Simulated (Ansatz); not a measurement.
An Ansatz (an electronic-structure program) input (Ansatz, PBE, PAW, cutoff 420 eV, scalar-relativistic without spin-orbit coupling, earlier PAW set):

Ansatz 0.2 input:
```yaml
crystal:
  lattice:
    - [3.6864294258, 0, 0]
    - [1.8432147129, 7.361385316, 0]
    - [0, 0, 3.6880138675]
  atoms:
    - { symbol: Si, position: [0.9468617664, 0.1062764672, 0.75] }
    - { symbol: Si, position: [0.0531382336, 0.8937235328, 0.25] }
    - { symbol: Si, position: [0.2497851146, 0.5004297708, 0.75] }
    - { symbol: Si, position: [0.7502148854, 0.4995702292, 0.25] }
    - { symbol: Zr, position: [0.6053852868, 0.7892294264, 0.75] }
    - { symbol: Zr, position: [0.3946147132, 0.2107705736, 0.25] }
basis: { ecutwfc: 420, ecutrho_ratio: 4, xc_grid: 2, fft_grid_basis: typed }
kpoints: { mp_grid: { grid: [13, 13, 13] } }
hamiltonian:
  xc: pbe
  dispersion: none
  pseudopotentials: { azcp: { folder: ./paw }, kind: paw }
scf: { occupations: { method: fermi_dirac, width: 0.05 } }
relax: { f_tol: 0.005, max_steps: 50, cell: { stress_tol: 0.01, fix: [a, b, gamma] } }
output: { forces: true, stress: true }
checkpoint: { write: state.ck, write_every: 1000 }
```

### Question
Which symmetry and how many k-points will the program report, and about how many plane waves at Γ?

### Answer
Space group Cmcm (ITA 63) with 8 operations, k-points 343 of 2197, and 1951 plane waves at Γ.

### Question
And the final pressure?

### Answer
0.81 GPa (compression positive).

The cells carry an imposed strain or load. Stability against distortions was not tested. All final runs are without spin polarisation. The cell was made from ZrSi$_{2}$ (space group Cmcm, No. 63) by this change: biaxial strain −0.49 %, plane normal [001], relaxed out of plane.
